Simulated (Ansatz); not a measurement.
Amorphous cells of 8 compositions: the gap between the highest filled and lowest empty level at the zone centre, by PBE and by a single point of HSE06 on the same geometry (PBE, scalar-relativistic without spin-orbit coupling (plane waves to 420 eV, PAW; Ansatz, a quantum-chemistry and plane-wave program); exact exchange cut at the cells' faces). The networks come from melt-quench runs on the CHGNet potential at compositions and starting densities chosen by hand, with anions pushed apart in the CHGNet dynamics, and DFT then relaxed them. The cells are small and were quenched far faster than real films, so single cells scatter. Defect or tail levels can set these gaps. The rows are the first to finish with both values and no moments.

| cell | PBE gap x (eV) | HSE06 gap y (eV) |
|---|---|---|
| A (Si24O51B2, 2.18 g/cm3) | 2.35 | 3.96 |
| B (Si24O50Sn, 2.34 g/cm3) | 3.40 | 5.22 |
| C (Si24O51In2, 2.51 g/cm3) | 3.64 | 5.41 |
| D (Si24O51Ga2, 2.36 g/cm3) | 4.26 | 6.09 |
| E (Si24O50Ti, 2.24 g/cm3) | 4.33 | 6.23 |
| F (Si24O50Zr, 2.31 g/cm3) | 4.63 | 6.41 |
| G (Si24O51Al2, 2.16 g/cm3) | 4.66 | withheld |
| H (Si24O50Hf, 2.49 g/cm3) | 5.03 | 6.85 |

Question: Fit a straight line through the 7 full rows and predict the withheld value for G (Si24O51Al2, 2.16 g/cm3).

Answer: Means: x = 3.949, y = 5.739. Slope = Σ(Δx Δy) / Σ(Δx²) = 5.185 / 4.828 = 1.07; the r.m.s. residual is 0.056. Prediction: 5.739 + 1.07 × (4.66 − 3.949) = 6.50. The run gave 6.44, 0.06 below the line.
